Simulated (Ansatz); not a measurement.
Base system: BN in the zinc blende structure (space group F-43m, No. 216; a = 3.6097 Å). Axes: x, y, z lie along the cube axes.

Computed with r2SCAN in Ansatz (plane waves to 500 eV, PAW, without spin-orbit coupling).

Strains are applied to the cell and any free atomic positions relax; under biaxial strain the out-of-plane vector relaxes too.

One change was made to it. Results:

The valence-band top at Γ (three highest levels, from the VBM) goes from 0.00, 0.00, 0.00 eV to 0.00, -0.04, -0.10 eV; the shortest interatomic distance drops by 0.017 Å (1.563 Å → 1.546 Å).

**Question.** Name the change that was made.
A. biaxial strain +2.11 %, plane normal [001], relaxed out of plane
B. biaxial strain −2.72 %, plane normal [110], relaxed out of plane
C. uniaxial strain ε_xx = −0.67 %
D. biaxial strain +2.31 %, plane normal [110], relaxed out of plane
E. strain tensor (xx, yy, zz, yz, xz, xy) = (−0.41, −0.75, −0.49, +0.63, −0.31, −0.52) %

**Answer.** E, strain tensor (xx, yy, zz, yz, xz, xy) = (−0.41, −0.75, −0.49, +0.63, −0.31, −0.52) %. For comparison, the valence-band top at Γ in the other runs: biaxial strain +2.11 %, plane normal [001], relaxed out of plane gives 0.00, -0.28, -0.28 eV; biaxial strain +2.31 %, plane normal [110], relaxed out of plane gives 0.00, -0.09, -0.19 eV; biaxial strain −2.72 %, plane normal [110], relaxed out of plane gives 0.00, -0.05, -0.26 eV; uniaxial strain ε_xx = −0.67 % gives 0.00, -0.07, -0.07 eV.

A biaxial case was relaxed in a doubled cell and then solved in the primitive one. The levels and masses belong to the bands next to the band gap. No phonon test of stability was made.

Ansatz is a program for electronic structure.
